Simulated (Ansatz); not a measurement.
We consider GeSe (Fm-3m, No. 225, 2 atoms in the cell; start mp-10759; a measured phase of this formula has another space group), described by PBEsol+SOC in Ansatz (plane waves, PAW).

Run with plane-wave cutoff 520 eV, 10×10×10 k mesh, Fermi–Dirac smearing 0.01 eV, PAW data made under PBE.

Cell (relaxed with PBEsol):

```cif
data_Ge4Se4
_chemical_formula_sum 'Ge4 Se4'
_space_group_name_H-M_alt 'Fm-3m'
_space_group_IT_number 225
_space_group_name_Hall '-F 4 2 3'
_cell_length_a 5.56091
_cell_length_b 5.56091
_cell_length_c 5.56091
_cell_angle_alpha 90.000
_cell_angle_beta 90.000
_cell_angle_gamma 90.000
loop_
_atom_site_label
_atom_site_type_symbol
_atom_site_symmetry_multiplicity
_atom_site_Wyckoff_symbol
_atom_site_fract_x
_atom_site_fract_y
_atom_site_fract_z
_atom_site_occupancy
Ge1 Ge 4 a 0.00000 0.00000 0.00000 1
Se1 Se 4 b 0.50000 0.50000 0.50000 1
```
(The calculation used a cell of 2 atoms; values per cell refer to that cell.)

Give the computed band gap, smallest direct gap on the k points sampled and Γ–Γ gap.


* **band gap**: 0.09 eV (indirect)
* **smallest direct gap on the k points sampled**: 0.11 eV
* **Γ–Γ gap**: 6.16 eV

Computed values are for the static lattice.

Cost on a shared machine: around 60 core-seconds (rough).

A start named mp-… is a Materials Project structure, which need not be a measured phase.

Ansatz is a program for electronic structure.
